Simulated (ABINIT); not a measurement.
ABINIT run on Hf₂Ge (I4/mcm, 6 atoms in the cell): self-consistent single point.

Method: PBEsol, PAW (JTH v2.0 PBE PAW, files made for PBE) (plane waves; ABINIT 10.0.3).

The change in words: lattice scaled by 0.98. Reference geometry:
```yaml
crystal:
  lattice:
    - [-3.25803, 3.25803, 2.62054]
    - [3.25803, -3.25803, 2.62054]
    - [3.25803, 3.25803, -2.62054]
  atoms:
    - { symbol: Hf, position: [0.34424, 0.15576, 0.50000] }
    - { symbol: Hf, position: [0.65576, 0.84424, 0.50000] }
    - { symbol: Hf, position: [0.15576, 0.65576, 0.81152] }
    - { symbol: Hf, position: [0.84424, 0.34424, 0.18848] }
    - { symbol: Ge, position: [0.25000, 0.25000, 0.00000] }
    - { symbol: Ge, position: [0.75000, 0.75000, 0.00000] }
```

Reference input (self-consistent single point, DFT, PBEsol, plane waves, PAW (JTH v2.0 PBE PAW, files made for PBE)): pseudos = [Hf.GGA_PBE-JTH.xml, Ge.GGA_PBE-JTH.xml]; ecut = 21 Ha; pawecutdg = 42 Ha; ixc = -116133; occopt = 7; tsmear = 0.00367493 Ha; ngkpt = 5 5 5; nshiftk = 1; shiftk = 0 0 0; potentials = JTH v2.0 PBE PAW; nband = 48; kptopt = 1. This run's input differs from it in these lines:

```diff
@@ -5,5 +5,5 @@
 rprim
-        -6.1567844058    6.1567844058    4.9521028986
-         6.1567844058   -6.1567844058    4.9521028986
-         6.1567844058    6.1567844058   -4.9521028986
+        -6.0336479618    6.0336479618    4.8530604627
+         6.0336479618   -6.0336479618    4.8530604627
+         6.0336479618    6.0336479618   -4.8530604627
 natom 6
```

The program printed (abridged):

```
--- !BeginCycle
solver: {iscf: 17, nstep: 60, nline: 4, wfoptalg: 10, }
tolerances: {tolvrs: 1.00E-12, }
...

     iter   Etot(hartree)      deltaE(h)  residm     nres2
 ETOT  1  -384.00591837682    -3.840E+02 1.470E+01 9.124E+00
 ETOT  2  -391.64631838750    -7.640E+00 9.709E-02 7.006E+00
 ETOT  3  -391.62192346502     2.439E-02 4.786E-02 1.889E+00
 ETOT  4  -391.61382807499     8.095E-03 2.721E-02 1.194E-01
 ETOT  5  -391.61336369856     4.644E-04 1.006E-02 1.604E-02
   [... 7 lines left out ...]
 ETOT 13  -391.61334952610    -4.718E-12 6.849E-04 7.548E-10
 ETOT 14  -391.61334952609     7.731E-12 4.409E-04 5.867E-11
 ETOT 15  -391.61334952609     2.615E-12 4.782E-04 3.836E-12
 ETOT 16  -391.61334952609    -7.958E-13 2.890E-04 6.209E-13
 At SCF step   16       nres2   =  6.21E-13 < tolvrs=  1.00E-12 =>converged.

 Cartesian components of stress tensor (hartree/bohr^3)
  sigma(1 1)= -4.12900102E-04  sigma(3 2)=  0.00000000E+00
  sigma(2 2)= -4.12900102E-04  sigma(3 1)=  0.00000000E+00
  sigma(3 3)= -3.66017835E-04  sigma(2 1)=  0.00000000E+00

 ----iterations are completed or convergence reached----

 reduced coordinates (array xred) for    6 atoms
       0.344240000000      0.155760000000      0.500000000000
       0.655760000000      0.844240000000      0.500000000000
       0.155760000000      0.655760000000      0.811520000000
       0.844240000000      0.344240000000      0.188480000000
       0.250000000000      0.250000000000      0.000000000000
       0.750000000000      0.750000000000      0.000000000000
 cartesian forces (eV/Angstrom) at end:
   [... lines left out ...]
 Fermi (or HOMO) energy (hartree) =   0.06221   Average Vxc (hartree)=  -0.44719
 Fermi (or HOMO) energy (eV) =   1.69271   Average Vxc (eV)= -12.16860
   [... lines left out ...]
'-kT*entropy'       : -4.47290749421147E-04
total_energy        : -3.91613350126653E+02
total_energy_eV     : -1.06563411949969E+04
...

-Cartesian components of stress tensor (GPa)         [Pressure=  1.1688E+01 GPa]
- sigma(1 1)= -1.21479384E+01  sigma(3 2)=  0.00000000E+00
- sigma(2 2)= -1.21479384E+01  sigma(3 1)=  0.00000000E+00
- sigma(3 3)= -1.07686147E+01  sigma(2 1)=  0.00000000E+00

 Calculation completed.
```

The run converged in 16 iterations. 

The starting cell comes from a database of computed structures (which also holds hypothetical and non-ambient phases and stackings), without a prior relaxation at this level. Its lattice was rescaled by a random factor within 2.5 % of one. For this run, on top of that: lattice scaled by 0.98. The potentials were made for another functional than the one used. With a pressure of about 12 GPa the cell is away from its equilibrium volume at this level.

These are the values that this program gave, and no reference: the one-centre exchange-correlation terms come from a truncated expansion.

Cost on one core of a shared machine: roughly 2 min.
